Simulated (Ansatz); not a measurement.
The starting structures come from a database of crystals and need not be the phases stable at ambient conditions.

 Where the default PAW files enter, the runs use the earlier of Ansatz's two default sets.

The decay constant κ of evanescent states in the gap governs leakage through a thin film.

Data:

```xyz
14
Lattice="3.5463 0.0000 0.0000 0.0000 11.5926 0.0000 0.0000 0.0000 4.4085" Properties=species:S:1:pos:R:3 pbc="T T T"
V      0.0000     9.8784     3.9115
V      0.0000     1.7142     3.9115
V      1.7731     7.5105     0.4971
V      1.7731     4.0821     0.4971
O      0.0000     0.0000     4.3945
O      1.7731     5.7963     0.0140
O      0.0000     9.9153     2.3286
O      0.0000     1.6773     2.3286
O      1.7731     7.4736     2.0799
O      1.7731     4.1190     2.0799
O      1.7731     9.4920     4.3908
O      1.7731     2.1006     4.3908
O      0.0000     7.8969     0.0178
O      0.0000     3.6957     0.0178
```

Space group of this cell: Pmmn. The cell was relaxed by PBE-D3(BJ); by r2SCAN its mean pressure is -3.0 GPa.

Transport runs along the normal of the first two printed cell vectors.

The gap is the functional's own, uncorrected, and κ follows it; spin-orbit coupling is left out. Mid-gap values are interpolated between the computed energies.

### Question
Predict the band gap and the smallest decay constant κ at mid-gap from r2SCAN (Ansatz, a first-principles code).

### Answer
Gap 2.18 eV on a 8×4×8 mesh; κ = 0.406 1/Å, at (0.375, 0.000) of the in-plane reciprocal vectors. At the zone centre, at the nearest computed energy, the slowest state has κ = 0.49 1/Å.
